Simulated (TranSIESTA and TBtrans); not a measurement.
**Sn chain with one Pb atom in place of Sn**

Junction: Sn chain with one Pb atom in place of Sn. Leads: straight Sn chain, spacing 2.75 Å. Geometry: 3 atoms about the centre moved by SIESTA (PBE, DZP) to a largest force of 0.01 eV/Å, all others as built, motion along the axis alone.

Method: TranSIESTA and TBtrans, PBE, DZP numerical orbitals (energy shift 0.15 eV), PseudoDojo norm-conserving scalar-relativistic potentials, mesh cutoff 200 Ry, 300 K, no spin polarisation, no spin-orbit coupling; self-consistent non-equilibrium Green functions.

```
Item                               Result
---------------------------------  ------
Conductance at 300 K (G0 = 2e²/h)    2.95
Mean T from −0.5 to 0.5 eV           2.95
```

Energies count from the leads' Fermi level. Transmissions are for one spin of a degenerate pair. The energy step is 0.01 eV; narrower resonances are cut or missed.

| E (eV) | T | lead channels |
|---|---|---|
| -2.00 | 0.96 | 1 |
| -1.90 | 0.96 | 1 |
| -1.80 | 0.96 | 1 |
| -1.70 | 0.96 | 1 |
| -1.60 | 0.96 | 1 |
| -1.50 | 0.96 | 1 |
| -1.40 | 0.96 | 1 |
| -1.30 | 0.96 | 1 |
| -1.20 | 0.96 | 1 |
| -1.10 | 0.96 | 1 |
| -1.00 | 0.96 | 1 |
| -0.90 | 0.96 | 1 |
| -0.80 | 2.72 | band edge |
| -0.70 | 2.86 | 3 |
| -0.60 | 2.88 | 3 |
| -0.50 | 2.90 | 3 |
| -0.40 | 2.92 | 3 |
| -0.30 | 2.93 | 3 |
| -0.20 | 2.94 | 3 |
| -0.10 | 2.95 | 3 |
| 0.00 | 2.95 | 3 |
| 0.10 | 2.96 | 3 |
| 0.20 | 2.96 | 3 |
| 0.30 | 2.96 | 3 |
| 0.40 | 2.97 | 3 |
| 0.50 | 2.97 | 3 |
| 0.60 | 2.97 | 3 |
| 0.70 | 2.97 | 3 |
| 0.80 | 2.97 | 3 |
| 0.90 | 2.97 | 3 |
| 1.00 | 2.97 | 3 |
| 1.10 | 2.96 | 3 |
| 1.20 | 2.96 | 3 |
| 1.30 | 2.95 | 3 |
| 1.40 | 2.95 | 3 |
| 1.50 | 2.95 | 3 |
| 1.60 | 2.94 | 3 |
| 1.70 | 2.94 | 3 |
| 1.80 | 2.94 | 3 |
| 1.90 | 2.94 | 3 |
| 2.00 | 2.94 | 3 |

The straight chain is held at its spacing; free chains may zigzag or dimerise. No spin-polarised start was tried, so a magnetic state, if there is one, is missed. Spin-orbit coupling, left out here, matters for the heavy atoms.
